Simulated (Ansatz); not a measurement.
System: KHF2 (I4/mcm, No. 140; cell taken from a computed entry). Method: r²SCAN+rVV10 (plane waves, PAW; Ansatz, a quantum-chemistry and plane-wave program).

Settings: plane-wave cutoff 500 eV, 10×10×10 k mesh, Fermi–Dirac smearing 0.05 eV, scalar-relativistic PAW data made under PBE.

Cell (relaxed at this level):

```yaml
crystal:
  lattice:
    - [-2.78638, 2.78638, 3.32790]
    - [2.78638, -2.78638, 3.32790]
    - [2.78638, 2.78638, -3.32790]
  atoms:
    - { symbol: K, position: [0.75000, 0.75000, 0.00000] }
    - { symbol: K, position: [0.25000, 0.25000, 0.00000] }
    - { symbol: H, position: [0.50000, 0.00000, 0.50000] }
    - { symbol: H, position: [0.00000, 0.50000, 0.50000] }
    - { symbol: F, position: [0.35560, 0.85560, 0.21119] }
    - { symbol: F, position: [0.64440, 0.14440, 0.78881] }
    - { symbol: F, position: [0.85560, 0.64440, 0.50000] }
    - { symbol: F, position: [0.14440, 0.35560, 0.50000] }
```

Task: Predict the band gap.

Result: 
- band gap: 8.01 eV (on the SCF k mesh)

Note: the relaxation could not lower the start's symmetry, so the cell can be a saddle point above a distorted one.

Static lattice: no zero-point or thermal effects.
